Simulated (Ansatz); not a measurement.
Take BN in the h-BN type structure (space group P6_3/mmc, No. 194; layered, stacked along the Cartesian z axis) as the base.

```xyz
4
Lattice="2.5005 0.0000 0.0000 -1.2502 2.1655 0.0000 0.0000 0.0000 6.4112" Properties=species:S:1:pos:R:3 pbc="T T T"
B      0.0000     1.4436     1.6028
B      1.2502     0.7218     4.8084
N      0.0000     1.4436     4.8084
N      1.2502     0.7218     1.6028
```

Cartesian axes are those of the cell as printed.

Level of theory: PBEsol-D3(BJ) in Ansatz (plane waves to 420 eV, PAW, without spin-orbit coupling).

For the base:

```
Quantity                            Value
-----------------------------  ----------
Shortest interatomic distance  2.728 bohr
Pressure                         0.00 GPa
```

Now apply this change: uniaxial strain ε_yy = −3.15 %, all other strain components held at zero, atoms relaxed at fixed cell.

Task: Estimate the effect on the shortest interatomic distance.

Result: The shortest interatomic distance drops by 0.063 bohr to 2.665 bohr.

Task: How does this affect the pressure?

Result: The pressure (mean of the normal stresses, compression positive) goes from zero to 12.93 GPa.

Stability against distortions was not tested.

Ansatz is a quantum-chemistry and plane-wave program.
